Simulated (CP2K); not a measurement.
# Converging the k-point mesh: Sr (Fm-3m, 1 atom in the cell)

```yaml
crystal:
  lattice:
    - [4.28631, 0.00000, 0.00000]
    - [2.14316, 3.71205, 0.00000]
    - [2.14316, 1.23735, 3.49976]
  atoms:
    - { symbol: Sr, position: [0.00000, 0.00000, 0.00000] }
```

Computed with CP2K with PBE, GPW, DZVP-MOLOPT-PBE-GTH basis, GTH-PBE potentials (POTENTIAL_UZH).

Base settings: CUTOFF = 500 Ry; REL_CUTOFF = 50 Ry; SMEAR/METHOD = FERMI_DIRAC; ELECTRONIC_TEMPERATURE = 1160.45 K; KPOINTS/SCHEME = MACDONALD 4 4 4 0.125 0.125 0.125; XC_FUNCTIONAL = PBE; Sr/BASIS_SET = DZVP-MOLOPT-PBE-GTH-q10; Sr/POTENTIAL = GTH-PBE-q10; METHOD = GPW; EPS_DEFAULT = 1e-10.

The second cell is the first with its lattice scaled by 0.98.

Only quantities that move along the ladder and can be compared are tabulated.

The starting cell has typed, rounded lattice constants, without a prior relaxation at this level. Its lattice was rescaled by up to half a per cent. Values carry the incompleteness of an atom-centred basis. Without a gap this mesh is coarse (it stands for a supercell whose shortest vector is 17 Å).

| KPOINTS/SCHEME | free energy less the last step's (meV/atom) | energy of the compressed cell less the first (meV/atom) | pressure (GPa) |
|---|---|---|---|
| MACDONALD 2 2 2 0.25 0.25 0.25 | 67.83 | -78.97 | -3.75 |
| MONKHORST-PACK 3 3 3 | 86.50 | 25.18 | 0.74 |
| MACDONALD 4 4 4 0.125 0.125 0.125 | -40.43 | 16.78 | 0.42 |
| MONKHORST-PACK 5 5 5 | -3.79 | 11.29 | 0.17 |
| MACDONALD 6 6 6 0.08333333333 0.08333333333 0.08333333333 | 13.98 | 13.31 | 0.25 |
| MONKHORST-PACK 7 7 7 | -2.61 | 13.36 | 0.25 |
| MACDONALD 8 8 8 0.0625 0.0625 0.0625 | -1.18 | 13.02 | 0.24 |
| MONKHORST-PACK 9 9 9 | 1.64 | 13.08 | 0.24 |
| MACDONALD 10 10 10 0.05 0.05 0.05 | -0.29 | 13.09 | 0.24 |
| MONKHORST-PACK 11 11 11 | -0.36 | 13.14 | 0.24 |
| MACDONALD 12 12 12 0.04166666667 0.04166666667 0.04166666667 | 0.31 | 13.12 | 0.24 |
| MACDONALD 14 14 14 0.03571428571 0.03571428571 0.03571428571 | -0.08 | 13.11 | 0.24 |
| MONKHORST-PACK 15 15 15 | 0.05 | 13.12 | 0.24 |
| MONKHORST-PACK 17 17 17 | 0.00 | 13.10 | 0.24 |

Coarsest KPOINTS/SCHEME that holds the energy of the compressed cell less the first within 1 meV/atom of the last step, with all finer ones: MACDONALD 6 6 6 0.08333333333 0.08333333333 0.08333333333; the step before is off by 1.8 meV/atom.

Coarsest KPOINTS/SCHEME that holds the pressure within 0.2 GPa of the last step, with all finer ones: MACDONALD 4 4 4 0.125 0.125 0.125; the step before is off by 0.49 GPa.

Coarsest KPOINTS/SCHEME that holds the free energy within 1 meV/atom of the last step, with all finer ones: MACDONALD 10 10 10 0.05 0.05 0.05; the step before is off by 1.6 meV/atom.

The energy difference between the two cells stays within 1 meV/atom of the last step's from MACDONALD 6 6 6 0.08333333333 0.08333333333 0.08333333333 on, the total only from MACDONALD 10 10 10 0.05 0.05 0.05 on: much of the error is common to both cells and cancels.
